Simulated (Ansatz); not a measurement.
The starting structures come from a database of crystals and need not be the phases stable at ambient conditions.

 Where the default PAW files enter, the runs use the earlier of Ansatz's two default sets.

By PBEsol, the system below comes out a metal.

Input:

```
Ta
1.0
    2.94992     0.00000     0.00000
   -1.47496     2.55470     0.00000
    1.47496     0.85157     2.40860
Ta
1
Cartesian
  0.00000   0.00000   0.00000
```

Space group of this cell: Fm-3m, fcc (Cu type). The cell is taken as given; by PBEsol its mean pressure is 0.7 GPa.

All values below come from PBEsol (plane waves, PAW; Ansatz, an electronic-structure program).

The current runs along the normal of the first two printed vectors; no spin-orbit coupling. Scaled by the factor s: all lengths (ions clamped). The meshes follow the cell: 28×28×28 and 36×36 across at s = 0.98, 28×28×28 and 36×36 across at s = 1.00, 26×26×26 and 36×36 across at s = 1.02.

```json
[
 {"s": "0.98", "mean pressure (GPa)": "14.5", "ballistic conductance per area (both spins) (× 10¹⁵ S/m²)": "1.65"},
 {"s": "1.00", "mean pressure (GPa)": "0.7", "ballistic conductance per area (both spins) (× 10¹⁵ S/m²)": "1.51"},
 {"s": "1.02", "mean pressure (GPa)": "-10.2", "ballistic conductance per area (both spins) (× 10¹⁵ S/m²)": "?"}
]
```

Task: Take the slope of the ballistic conductance per area (both spins) against ln s from the two given rows, extrapolate to s = 1.02, and say what the run there gives.

Result: Slope = (1.65 − 1.51) / ln 0.98 = -6.93 × 10¹⁵ S/m². The line gives 1.51 + (-6.93) × ln 1.02 = 1.37 × 10¹⁵ S/m². The run gives 1.42 × 10¹⁵ S/m², 0.05 × 10¹⁵ S/m² over the line, 34 % of the predicted step.
